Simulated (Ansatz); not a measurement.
Cells marked so need not be the phases stable at ambient conditions, and some may be hypothetical.

By PBEsol, each system below comes out a metal.

G/A = (e²/h) × open channels of both spins per area, as a mean over 0.1 eV about the Fermi level, without spin-orbit coupling, for the cells as given.

A. YAl (Pm-3m, CsCl type, not sure to be the ambient phase, 2 atoms a cell, 23.3 Å³ an atom, -2 GPa at this level), current normal to (111)
B. Pt (Im-3m, bcc (W type), not sure to be the ambient phase, 1 atom a cell, 15.9 Å³ an atom, -11 GPa at this level), current normal to (111)
C. HfRh (Pm-3m, CsCl type, not sure to be the ambient phase, 2 atoms a cell, 17.1 Å³ an atom, -3 GPa at this level), current normal to (111)

Problem. Order them by ballistic conductance per area (highest first) at the level Ansatz (a first-principles code) with PBEsol.

Solution. B (1.7 × 10¹⁵ S/m²), C (1.3 × 10¹⁵ S/m²), A (0.34 × 10¹⁵ S/m²)
